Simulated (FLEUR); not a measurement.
FLEUR run on PtAl₂ (Fm-3m, 3 atoms in the cell): self-consistent single point.

Method: FLEUR with PBE, all-electron FLAPW (FLEUR), scalar-relativistic valence with spin-orbit coupling in second variation.

```xyz
3
Lattice="0.0000 2.9763 2.9763 2.9763 0.0000 2.9763 2.9763 2.9763 0.0000" Properties=species:S:1:pos:R:3 pbc="T T T"
Al     1.4881     1.4881     1.4881
Al     4.4644     4.4644     4.4644
Pt     0.0000     0.0000     0.0000
```

Reference input (self-consistent single point, DFT, PBE, all-electron FLAPW (FLEUR), scalar-relativistic valence): Kmax = 4.6 1/bohr; GmaxXC = 13.8 1/bohr; xcFunctional = pbe; jspins = 1; l_soc = F; mode = hist; fermiSmearingEnergy = 0.00367493 Htr; mesh (inpgen div1-3) = 7 7 7; inpgen gamma flag = false; Gmax = 13.8 1/bohr; numbands = 0; maxIterBroyd = 40. This run's input differs from it in these lines:

```diff
@@ -16,2 +16,3 @@
 &kpt div1=7 div2=7 div3=7 /
+&soc 0.0 0.0 /
 &end /
@@ -29,5 +30,5 @@
       <magnetism jspins="1"/>
-      <soc l_soc="F" theta="0.0" phi="0.0" spav="F"/>
+      <soc l_soc="T" theta="0.0" phi="0.0" spav="F"/>
       <expertModes spex="0" secvar="F"/>
-      <geometryOptimization l_f="T" forcealpha="1.0" forcemix="BFGS" epsdisp="0.00001" epsforce="0.00001"/>
+      <geometryOptimization l_f="F" forcealpha="1.0" forcemix="BFGS" epsdisp="0.00001" epsforce="0.00001"/>
       <ldaU l_linMix="F" mixParam="0.05" spinf="1.0"/>
```

The program printed (abridged):

```
 Iteration:     1   Distance:      13.91007739 me/bohr^3
 Iteration:     2   Distance:      11.88869587 me/bohr^3
 Iteration:     3   Distance:       5.22292537 me/bohr^3
 Iteration:     4   Distance:       2.39302566 me/bohr^3
 Iteration:     5   Distance:       0.99373439 me/bohr^3
   [... 71 lines left out ...]
 Iteration:    77   Distance:       0.00025604 me/bohr^3
 Iteration:    78   Distance:       0.00033471 me/bohr^3
 Iteration:    79   Distance:       0.00065114 me/bohr^3
 Iteration:    80   Distance:       0.00094068 me/bohr^3
 Run finished successfully
 Stop message:
   all done

[file out, last iteration]
             iter=     80
[...]
          total density-effective poten   -3.3192601909E+04
          total charge density-energy d   -3.9461875671E+02
 Updated energy parameters for spin:           1
[...]
 fermi energy and band-weighting factors:
   [... 6 lines left out ...]

[...]
FERMIE:
   [... lines left out ...]
          first approx. to ef    (T=0)  :   0.316462 htr   (energy of the highest occ. eigenvalue)
FERHIS:  Fermi-Energy by histogram:
          bandgap                     :   0.002340 htr
          charge neutrality (T=0)     :   0.023324    (zero if the highest occ. eigenvalue is "entirely" occupied)
     EF_NEWTON:  Adjust Fermi-Energy by Newton-Method.
 Direct bandgap for spin            1 :    1.1976034355558940E-002  Htr
   [... lines left out ...]
 ---->    total energy=                   -18932.4910302033 htr
 ---->    (input%tkb*entropy) TS=              0.0016678101 htr
 ---->    free energy=                    -18932.4926980134 htr
      extrapolation for T->0
 ---->    total electron energy=          -18932.4918641083 htr
 ***** TOTAL FORCES ON ATOMS *****
 TOTAL FORCE FOR ATOM TYPE=  1  X=  2.812   Y=  2.812   Z=  2.812
                       FX_TOT= 0.000000 FY_TOT= 0.000000 FZ_TOT= 0.000000
 TOTAL FORCE FOR ATOM TYPE=  2  X=  0.000   Y=  0.000   Z=  0.000
                       FX_TOT= 0.000000 FY_TOT= 0.000000 FZ_TOT= 0.000000
No new postions, force convergence required= 0.00001; max force distance= 0.00000
---->    distance of charge densities for spin  1                 it=   80:     0.000941 me/bohr**3
GENERALIZED ANDERSON MIXING: alpha=   0.05000 History-length=1
     ******* it= 80  is completed********
```

The run ended unconverged after 80 iterations. 

The starting cell has typed, rounded lattice constants, without a prior relaxation at this level. Its lattice was rescaled by a random factor within 2.5 % of one. Values depend on the basis (sphere radii, cutoffs, local orbitals), which need not be converged.

Cost on one core of a shared machine: roughly 9 min.
